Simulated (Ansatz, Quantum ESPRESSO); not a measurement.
## Code comparison for TiSi2 (Fddd, 6 atoms in the cell)

Self-consistent single point.

```xyz
6
Lattice="0.0000 4.2081 4.3567 2.4421 0.0000 4.3567 2.4421 4.2081 0.0000" Properties=species:S:1:pos:R:3 pbc="T T T"
Ti     2.4421     4.2081     4.3567
Ti     3.6631     6.3121     6.5350
Si     2.4421     7.0480     4.3567
Si     2.4421     1.3682     4.3567
Si     1.2210     3.4723     2.1783
Si     1.2210     0.7358     2.1783
```

Shared settings, as Ansatz (an electronic-structure program) writes them: kpoints.mp_grid.grid = 2 2 2; scf.occupations.method = gaussian; scf.occupations.width = 0.05 eV. Potentials and cutoffs stand in the table.

```csv
code,model,pressure (GPa),largest force (eV/Å),cutoff
Quantum ESPRESSO,"PBE, SSSP 1.1.2 efficiency (PBE) pseudopotentials",-7.85,0.586,50 Ry
Ansatz,"PBE, PAW files",-7.89,0.587,default
```

On Ansatz's run: spin polarisation is off.

The spread over the programs that give each value: pressure within 0.04 GPa; largest force within 0.001 eV/Å.

Ansatz's pressure is given at a fixed set of plane waves, as the other plane-wave codes print theirs.

On the base mesh (7 7 7) the same programs gave: Ansatz pressure -6.64 GPa; Quantum ESPRESSO pressure -6.61 GPa.

The values differ from the base mesh's, so the mesh still matters here: the table compares the programs at equal settings.

The starting cell comes from a database of computed structures (which also holds hypothetical and non-ambient phases and stackings), without a prior relaxation at this level. Its lattice was rescaled by a random factor within 2.5 % of one.

Left out of this page: CP2K (on another mesh); Elk (not drawn, or without a comparable value).

Keys are those of Ansatz 0.2.
